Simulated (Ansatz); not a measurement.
A hypothetical phase is included: elements placed on a structure type, which no database files for this compound.

Tunnelling through a barrier is set by its complex band structure: the current falls as exp(−2κd) with the smallest κ.

Given:

```
CELL_PARAMETERS angstrom
      3.71606     0.00000     0.00000
     -1.85803     3.21821     0.00000
      1.85803     1.07274     1.51708
ATOMIC_POSITIONS crystal
  Mg 0.00000 0.00000 0.00000
  O  0.00000 0.50000 0.50000
```

The cell was relaxed by PBE-D3(BJ); by r2SCAN it stands under a pressure of -0.8 GPa.

Transport runs along the normal of the first two printed cell vectors, the (111) plane of the conventional cell.

No gap correction and no spin-orbit coupling; mid-gap is the computed energy nearest the middle.

### Question
State the band gap and the smallest decay constant κ at mid-gap according to r2SCAN run with Ansatz (a quantum-chemistry and plane-wave program).

### Answer
Gap 3.44 eV on a 20×20×20 mesh; κ = 0.299 1/Å, at the zone centre.
